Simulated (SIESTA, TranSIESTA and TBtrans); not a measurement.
Run with TranSIESTA and TBtrans (open boundaries, self-consistent; PseudoDojo norm-conserving potentials, scalar-relativistic): Spin polarized, PAO.BasisSize DZP, PAO.EnergyShift 0.15 eV, XC.Authors PBE, Mesh.Cutoff 200 Ry, ElectronicTemperature 300 K, TS.Voltage 0.0 eV, TBT.Elecs.Eta 0.001 eV.

Device: Ti chain with one Mn atom in place of Ti. Leads: straight Ti chain, spacing 2.185 Å. Geometry: 3 atoms about the centre moved by SIESTA (PBE, DZP) to a largest force of 0.03 eV/Å, all others as built, motion along the axis alone. Transport runs along z; the first 6 and the last 6 of the 21 atoms are the lead cells, repeated to infinity.

```xyz
21
Lattice="9.000 0.000 0.000 0.000 9.000 0.000 0.000 0.000 46.000" Properties=species:S:1:pos:R:3 pbc="F F T"
Ti     4.500     4.500     0.000
Ti     4.500     4.500     2.185
Ti     4.500     4.500     4.370
Ti     4.500     4.500     6.555
Ti     4.500     4.500     8.740
Ti     4.500     4.500    10.925
Ti     4.500     4.500    13.110
Ti     4.500     4.500    15.295
Ti     4.500     4.500    17.480
Ti     4.500     4.500    19.666
Mn     4.500     4.500    21.907
Ti     4.500     4.500    24.149
Ti     4.500     4.500    26.335
Ti     4.500     4.500    28.520
Ti     4.500     4.500    30.705
Ti     4.500     4.500    32.890
Ti     4.500     4.500    35.075
Ti     4.500     4.500    37.260
Ti     4.500     4.500    39.445
Ti     4.500     4.500    41.630
Ti     4.500     4.500    43.815
```
Starting moments (μB): atom 7 +1, atom 8 +1, atom 9 +1, atom 10 +1, atom 11 +4.5, atom 12 +1, atom 13 +1, atom 14 +1, atom 15 +1; lead atoms +1 (left) and +1 (right).

Question: Predict: conductance at 300 K (G0 = 2e²/h); mean T from −0.5 to 0.5 eV; spin polarisation of the conductance, (up − down)/(up + down).

Answer: conductance at 300 K (G0 = 2e²/h): 2.39; mean T from −0.5 to 0.5 eV: 2.54; spin polarisation of the conductance, (up − down)/(up + down): -0.32. The magnetic order of the leads was set by the start, and no other order was tried; the separate lead runs end at 0.44 (left) and 0.44 (right) μB an atom. The straight chain is held at its spacing; free chains may zigzag or dimerise.
